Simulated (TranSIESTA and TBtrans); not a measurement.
System: Pb chain with a Cl atom beside one bond. Leads: straight Pb chain, spacing 2.85 Å. Geometry: 3 atoms about the centre moved by SIESTA (PBE, DZP) to a largest force of 0.02 eV/Å, all others as built. Transport runs along z; the first 4 and the last 4 of the 17 atoms are the lead cells, repeated to infinity.

```xyz
17
Lattice="9.000 0.000 0.000 0.000 9.000 0.000 0.000 0.000 45.600" Properties=species:S:1:pos:R:3 pbc="F F T"
Pb     4.500     4.500     0.000
Pb     4.500     4.500     2.850
Pb     4.500     4.500     5.700
Pb     4.500     4.500     8.550
Pb     4.500     4.500    11.400
Pb     4.500     4.500    14.250
Pb     4.500     4.500    17.100
Pb     4.606     4.500    19.933
Pb     4.609     4.500    22.817
Pb     4.500     4.500    25.650
Pb     4.500     4.500    28.500
Pb     4.500     4.500    31.350
Cl     6.939     4.500    21.369
Pb     4.500     4.500    34.200
Pb     4.500     4.500    37.050
Pb     4.500     4.500    39.900
Pb     4.500     4.500    42.750
```

Run with TranSIESTA and TBtrans (open boundaries, self-consistent; PseudoDojo norm-conserving potentials, scalar-relativistic): PAO.BasisSize DZP, PAO.EnergyShift 0.15 eV, XC.Authors PBE, Mesh.Cutoff 200 Ry, ElectronicTemperature 300 K, TS.Voltage 0.0 eV, TBT.Elecs.Eta 0.001 eV, no spin polarisation.

Energies count from the leads' Fermi level. Transmissions are for one spin of a degenerate pair. The energy step is 0.01 eV; narrower resonances are cut or missed.

```
E (eV)     T
------  ----
-0.20   1.97
-0.15   1.97
-0.10   1.97
-0.05   1.96
0.00    1.96
0.05    1.95
0.10    1.95
0.15    1.94
0.20    1.94
```

Q: Give the zero-bias conductance in μS and the resistance at 300 K.

A: At the Fermi level T = 1.96. Averaged with −∂f/∂E over the full grid (kT = 25.9 meV) it is 1.96. With G0 = 2e²/h = 77.48 μS, G = 152 μS and R = 1/G = 6.58 kΩ.

Q: The eigenchannels at the Fermi level transmit 0.997, 0.921, 0.0378. What Fano factor of the shot noise follows at low temperature and bias?

A: F = Σ τ(1 − τ)/Σ τ = 0.112/1.96 = 0.06.

The straight chain is held at its spacing; free chains may zigzag or dimerise. No spin-polarised start was tried, so a magnetic state, if there is one, is missed. Spin-orbit coupling, left out here, matters for the heavy atoms.
